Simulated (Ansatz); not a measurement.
Phonon-limited electron mobility of Si (Fd-3m) in cm²/(V·s), PBE, finite-displacement electron-phonon coupling, linearised Boltzmann equation (Ansatz, a program for electronic structure). Condition of this run: carrier concentrations 1e17 to 1e20 per cm^3 at 300 and 400 K. Geometry: relaxed with this functional, without spin-orbit coupling.

```
Condition            μ
----------------  ----
300 K, 1e17 cm⁻³  1340
300 K, 1e18 cm⁻³  1330
300 K, 1e19 cm⁻³  1230
300 K, 1e20 cm⁻³     …
400 K, 1e17 cm⁻³   693
400 K, 1e18 cm⁻³   689
400 K, 1e19 cm⁻³   650
400 K, 1e20 cm⁻³     …
```

### Question
What belongs in the gaps?

### Answer

- 300 K, 1e20 cm⁻³, μ: 703
- 400 K, 1e20 cm⁻³, μ: 421

Scattering by harmonic phonons alone: no impurities, screening or carrier-carrier scattering, bands fixed at 0 K. From a coarser fine mesh the values given move by up to 1 %.
